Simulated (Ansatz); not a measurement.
Consider CaO in the rock salt structure (space group Fm-3m, No. 225; a = 4.7948 Å).

Structures relaxed with r2SCAN (Ansatz, a quantum-chemistry and plane-wave program; PAW; 500 eV plane waves; without spin-orbit coupling).

Base:

Simulated powder pattern, Cu Kα1, λ = 1.54056 Å (kinematic, ideal powder, no thermal factors, no anomalous dispersion; the 8 strongest lines at most, above 2 %, up to 2θ = 90°):

```json
[
 {"2θ (°)": "32.31", "I/Imax (%)": "38", "hkl": "(111)"},
 {"2θ (°)": "37.48", "I/Imax (%)": "100", "hkl": "(200)"},
 {"2θ (°)": "54.05", "I/Imax (%)": "59", "hkl": "(220)"},
 {"2θ (°)": "64.39", "I/Imax (%)": "16", "hkl": "(311)"},
 {"2θ (°)": "67.63", "I/Imax (%)": "18", "hkl": "(222)"},
 {"2θ (°)": "79.97", "I/Imax (%)": "7.6", "hkl": "(400)"},
 {"2θ (°)": "88.89", "I/Imax (%)": "6.9", "hkl": "(331)"}
]
```

Perturbation: full substitution Ca → Sr, then cell and atoms are relaxed.

**Question.** How do the reflections move or split?

**Answer.** 
Simulated powder pattern, Cu Kα1, λ = 1.54056 Å (kinematic, ideal powder, no thermal factors, no anomalous dispersion; the 8 strongest lines at most, above 2 %, up to 2θ = 90°):

```json
[
 {"2θ (°)": "29.97", "I/Imax (%)": "90", "hkl": "(111)"},
 {"2θ (°)": "34.74", "I/Imax (%)": "100", "hkl": "(200)"},
 {"2θ (°)": "49.95", "I/Imax (%)": "67", "hkl": "(220)"},
 {"2θ (°)": "59.36", "I/Imax (%)": "42", "hkl": "(311)"},
 {"2θ (°)": "62.28", "I/Imax (%)": "22", "hkl": "(222)"},
 {"2θ (°)": "73.33", "I/Imax (%)": "10", "hkl": "(400)"},
 {"2θ (°)": "81.19", "I/Imax (%)": "18", "hkl": "(331)"},
 {"2θ (°)": "83.77", "I/Imax (%)": "28", "hkl": "(420)"}
]
```

The indices refer to each structure's own conventional cell; one index is shown for lines that coincide.

No phonon test of stability was made.
